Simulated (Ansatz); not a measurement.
The reference is GaN in the zinc blende structure (space group F-43m, No. 216; a = 4.498 Å). Axes: x, y, z lie along the cube axes.

Structures relaxed with r2SCAN, PAW, 500 eV (Ansatz, an electronic-structure program; scalar-relativistic without spin-orbit coupling).

Base:

Simulated powder pattern, Cu Kα, λ = 1.54184 Å (kinematic, ideal powder, no thermal factors, no anomalous dispersion; the 14 strongest lines at most, above 2 %, up to 2θ = 90°):

```tsv
2θ (°)	I/Imax (%)	hkl
34.54	100	(111)
40.09	33	(200)
58.00	41	(220)
69.28	37	(311)
72.84	7.7	(222)
86.56	6.1	(400)
```

After one change:

Simulated powder pattern, Cu Kα, λ = 1.54184 Å (kinematic, ideal powder, no thermal factors, no anomalous dispersion; the 14 strongest lines at most, above 2 %, up to 2θ = 90°):

```json
[
 {"2θ (°)": "34.52", "I/Imax (%)": "100"},
 {"2θ (°)": "39.86", "I/Imax (%)": "11"},
 {"2θ (°)": "40.17", "I/Imax (%)": "22"},
 {"2θ (°)": "57.88", "I/Imax (%)": "28"},
 {"2θ (°)": "58.12", "I/Imax (%)": "14"},
 {"2θ (°)": "68.96", "I/Imax (%)": "12"},
 {"2θ (°)": "69.38", "I/Imax (%)": "24"},
 {"2θ (°)": "72.80", "I/Imax (%)": "7.7"},
 {"2θ (°)": "85.97", "I/Imax (%)": "2.1"},
 {"2θ (°)": "86.77", "I/Imax (%)": "4.1"}
]
```

Task: What was done to the base?
A) uniaxial strain ε_zz = −1.02 %
B) uniaxial stress, 1 GPa tension along z
C) uniaxial stress, 0.5 GPa tension along x
D) isotropic strain −2.10 %

Result: B, uniaxial stress, 1 GPa tension along z. Its volume per atom is 11.39 Å³ against 11.37 Å³, and its space group is I-4m2 (No. 119).

Stability under load was not tested beyond the relaxation. This is not the structure that GaN has at room temperature and ambient pressure.
